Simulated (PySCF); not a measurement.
PySCF 2.14.0, PBE0/def2-svp: Zn(Cl)2 ([Cl][Zn][Cl]), 3 atoms. The geometry is a generated start, not checked to be a minimum at this level.

```json
{
  "task": "energy",
  "method": "pbe0",
  "basis": "def2-svp",
  "mol.max_memory": "7000 MB",
  "mf.init_guess": "minao (default)",
  "mf.DIIS": "CDIIS (default)",
  "mf.diis_space": "8 (default)",
  "mf.conv_tol": "1e-09 (default)",
  "mf.grids.level": "3 (default)",
  "basis functions (reference run)": "67",
  "grid points (reference run)": "58400"
}
```

```xyz
3

Zn     0.0807    -0.0635     0.0726
Cl     1.4880     0.4047    -1.4771
Cl    -1.5687    -0.3412     1.4045
```

The reference run uses exact four-centre integrals. Each setting ran once; only counts and results are compared.

Settings tried, all else as in the reference:
- density fitting of J alone, exact K
- density fitting
- COSX exchange (sgx_fit, pjs) with fitted J, mf.with_df.grids_level_i = 1, mf.with_df.grids_level_f = 4
- density fitting, auxbasis = def2-universal-jfit
- density fitting, auxbasis = autoaux
- COSX exchange (sgx_fit, pjs) with fitted J, mf.with_df.grids_level_i = 1, mf.with_df.grids_level_f = 2 (default)
- COSX exchange (sgx_fit, pjs) with fitted J, mf.with_df.grids_level_i = 1, mf.with_df.grids_level_f = 3
- COSX exchange (sgx_fit, pjs) with fitted J, mf.with_df.grids_level_i = 1, mf.with_df.grids_level_f = 1

Q: Which settings reproduce the reference to 1.0 meV/atom in energy?

A: Within it: density fitting; COSX exchange (sgx_fit, pjs) with fitted J, mf.with_df.grids_level_i = 1, mf.with_df.grids_level_f = 1; density fitting, auxbasis = autoaux; COSX exchange (sgx_fit, pjs) with fitted J, mf.with_df.grids_level_i = 1, mf.with_df.grids_level_f = 2 (default); COSX exchange (sgx_fit, pjs) with fitted J, mf.with_df.grids_level_i = 1, mf.with_df.grids_level_f = 3; density fitting of J alone, exact K; COSX exchange (sgx_fit, pjs) with fitted J, mf.with_df.grids_level_i = 1, mf.with_df.grids_level_f = 4. Outside: density fitting, auxbasis = def2-universal-jfit.

```tsv
setting	energy against the reference
density fitting	−0.100 meV/atom
COSX exchange (sgx_fit, pjs) with fitted J, mf.with_df.grids_level_i = 1, mf.with_df.grids_level_f = 1	−0.29 meV/atom
density fitting, auxbasis = autoaux	+0.39 meV/atom
COSX exchange (sgx_fit, pjs) with fitted J, mf.with_df.grids_level_i = 1, mf.with_df.grids_level_f = 2 (default)	−0.61 meV/atom
COSX exchange (sgx_fit, pjs) with fitted J, mf.with_df.grids_level_i = 1, mf.with_df.grids_level_f = 3	−0.66 meV/atom
density fitting of J alone, exact K	−0.66 meV/atom
COSX exchange (sgx_fit, pjs) with fitted J, mf.with_df.grids_level_i = 1, mf.with_df.grids_level_f = 4	−0.66 meV/atom
density fitting, auxbasis = def2-universal-jfit	+39000 meV/atom
```

Total energies are compared; such shifts often cancel in part in energy differences. sgx_fit (COSX, pjs=True) fits J as well, so its difference is the sum of the grid's shift in exchange and the fit's in Coulomb. def2-universal-jfit is made for Coulomb alone and misses functions that exchange needs. No test of the SCF solution's stability was run. Also tried and not ranked: density fitting, auxbasis = def2-universal-jkfit (same energy as a listed run). The tolerance is a choice made for this comparison.
